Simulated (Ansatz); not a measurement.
A self-consistent single point of InBi (P4mm, 4 atoms in the cell) with Ansatz (a first-principles code).

Method: LDA (PW92), default PAW files made with PBE (plane waves; Ansatz).

The change in words: lattice scaled by 0.98; basis.ecutrho_ratio: default → 10. Reference geometry:
```
InBi
1.0
    4.92555     0.00000     0.00000
    0.00000     4.92555     0.00000
    0.00000     0.00000     5.23795
In Bi
2 2
Direct
  0.50000   0.50000   0.00000
  0.00000   0.00000   0.00000
  0.50000   0.00000   0.36956
  0.00000   0.50000   0.63999
```

Reference input (self-consistent single point, DFT, LDA (PW92), plane waves, default PAW files made with PBE): basis.ecutwfc = 30.9 Ry; kpoints.mp_grid.grid = 5 5 4; hamiltonian.xc = lda; hamiltonian.pseudopotentials = {kind: paw} (the program's default PAW files); scf.occupations.method = gaussian; scf.occupations.width = 0.0073 Ry. This run's input differs from it in these lines:

Ansatz 0.2 input:
```diff
@@ -2,5 +2,5 @@
   lattice:
-    - [4.925552, 0.000000, 0.000000]
-    - [0.000000, 4.925552, 0.000000]
-    - [0.000000, 0.000000, 5.237947]
+    - [4.827041, 0.000000, 0.000000]
+    - [0.000000, 4.827041, 0.000000]
+    - [0.000000, 0.000000, 5.133188]
   atoms:
@@ -12,2 +12,3 @@
   ecutwfc: 30.9 Ry
+  ecutrho_ratio: 10
 kpoints:
```

Output, abridged:

```
SCF iter   1: F=—  HF=-35086.075438 eV  |F-HF|=—  |Δ(HF+E_count)|=         —  Δρ=5.81e-3  dr2=2.12e-2  ethr=1.77e-3  ⟨swp⟩=7.2  Hψ=2812  notcnv=0
all-band conjugate gradients solve this SCF's bands
preconditioner: auto → Kerker (q_TF=auto, 2.404 Å⁻¹)
SCF iter   2: F=—  HF=-35086.069900 eV  |F-HF|=—  |Δ(HF+E_count)|=   5.54e-3  Δρ=2.60e-3  dr2=4.26e-3  ethr=3.79e-5  ⟨swp⟩=2.0  Hψ=945  notcnv=0
SCF iter   3: F=—  HF=-35086.068842 eV  |F-HF|=—  |Δ(HF+E_count)|=   1.06e-3  Δρ=5.07e-4  dr2=2.92e-4  ethr=7.61e-6  ⟨swp⟩=2.0  Hψ=768  notcnv=0
SCF iter   4: F=—  HF=-35086.068807 eV  |F-HF|=—  |Δ(HF+E_count)|=   3.45e-5  Δρ=1.11e-4  dr2=1.98e-5  ethr=5.22e-7  ⟨swp⟩=2.0  Hψ=721  notcnv=0
SCF iter   5: F=—  HF=-35086.068795 eV  |F-HF|=—  |Δ(HF+E_count)|=   1.22e-5  Δρ=2.90e-5  dr2=1.57e-6  ethr=3.53e-8  ⟨swp⟩=2.4  Hψ=973  notcnv=0
SCF iter   6: F=—  HF=-35086.068795 eV  |F-HF|=—  |Δ(HF+E_count)|=   8.01e-8  Δρ=9.10e-6  dr2=1.05e-7  ethr=2.81e-9  ⟨swp⟩=2.0  Hψ=1091  notcnv=0
SCF iter   7: F=-35086.068795 eV  HF=-35086.068795 eV  |F-HF|=1.06e-9  |Δ(HF+E_count)|=   1.10e-8  Δρ=2.47e-6  dr2=7.60e-9  ethr=1.79e-10  ⟨swp⟩=8.0  Hψ=2260  notcnv=0
SCF 1 converged in 7 iterations: F = -35086.068795 eV  dr2 = 7.60e-9
Free energy (F): -35086.068795 eV
Internal energy: -35086.060566 eV  (E = F + TS)
E sigma→0 (E₀):  -35086.064680 eV
Entropy (-TS):   -0.008229 eV (-2.057 meV/atom)
Fermi energy:    9.763104 eV
--- Forces (eV/Å), atoms counted from 1 ---
  atom   1  In     0.00000000     0.00000000     0.10811792
  atom   2  In    -0.00000000     0.00000000     0.10811792
  atom   3  Bi    -0.00000000     0.00000000     0.12770481
  atom   4  Bi     0.00000000     0.00000000    -0.34393838
--- Stress (GPa, compression-positive) ---
       -0.761342       0.000000       0.000000
        0.000000      -0.761342       0.000000
        0.000000       0.000000      -1.102369
  P = ⅓ Tr σ = -0.8750 GPa (-8.750 kbar)
  The stress holds the Pulay correction. Without it, at fixed plane waves, as pw.x and ABINIT print it: P = -0.8977 GPa
```

The run converged in 7 iterations. Against the reference run the free energy drops by 25.5 meV/atom, the pressure goes from -3.36 to -0.88 GPa and the largest force goes from 0.092 to 0.344 eV/Å.

The starting cell comes from a database of computed structures (which also holds hypothetical and non-ambient phases and stackings), without a prior relaxation at this level. Its lattice was rescaled by up to half a per cent. One atom was moved a little off its site on purpose. For this run, on top of that: lattice scaled by 0.98. Ansatz's pressure includes its estimate of the finite-basis (Pulay) stress.
